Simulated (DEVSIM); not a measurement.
# Schottky contact on n-type GaAs

Device: Schottky contact on n-type GaAs, at 300 K.

```
layer (left to right)  material  thickness (μm)  Nd (cm⁻³)  τn (s)  τp (s)
---------------------  --------  --------------  ---------  ------  ------
1                          GaAs            3.20     7.1e16  2.3e-8  2.3e-8
```

Left contact: Schottky, work function 4.65 eV, emission velocity 5.3e6 cm/s. Right contact: ohmic. Voltage is applied to the left contact. Recombination: SRH at mid-gap. Mobility is μmin + (μ − μmin)/(1 + (N/Nref)^α).

Constants are typed, rounded textbook-type inputs, not results; the design itself was drawn at random and stands for no fabricated device. Values at 300 K.

| parameter | GaAs |
|---|---|
| gap (eV) | 1.424 |
| affinity (eV) | 4.07 |
| permittivity | 12.9 |
| Nc (cm⁻³) | 4.7e17 |
| Nv (cm⁻³) | 9e18 |
| μn (cm²/Vs) | 8500 |
| μp (cm²/Vs) | 400 |
| μn,min | 500 |
| μp,min | 20 |
| Nref,n | 6e16 |
| Nref,p | 1.5e17 |
| αn | 0.39 |
| αp | 0.38 |

Model (solved in DEVSIM): 1D drift-diffusion, Boltzmann statistics, complete ionisation; no tunnelling, impact ionisation, image-force lowering or self-heating. Metal contacts follow the ideal Schottky-Mott rule: no Fermi-level pinning, no interface dipoles.

```json
{
  "potential_step_across_the_device_at_zero_bias": "0.531 V",
  "largest_field_in_the_device_at_zero_bias": "100000 V/cm",
  "Dark forward voltage at 1 A/cm²": "0.247 V",
  "Dark forward voltage at 100 A/cm²": "0.367 V"
}
```

Dark forward current:

| V (V) | J (A/cm²) |
|---|---|
| 0.05 | 0.00042 |
| 0.10 | 0.0033 |
| 0.15 | 0.023 |
| 0.20 | 0.16 |
| 0.25 | 1.1 |
| 0.30 | 7.7 |
| 0.35 | 53 |
| 0.40 | 340 |
| 0.45 | 1700 |
| 0.50 | 5000 |

Dark reverse current:

```json
[
 {"V (V)": "-0.40", "J (A/cm²)": "-7.1e-5"},
 {"V (V)": "-1.00", "J (A/cm²)": "-7.2e-5"},
 {"V (V)": "-2.00", "J (A/cm²)": "-7.2e-5"},
 {"V (V)": "-3.00", "J (A/cm²)": "-7.2e-5"},
 {"V (V)": "-4.00", "J (A/cm²)": "-7.2e-5"},
 {"V (V)": "-6.00", "J (A/cm²)": "-7.2e-5"}
]
```
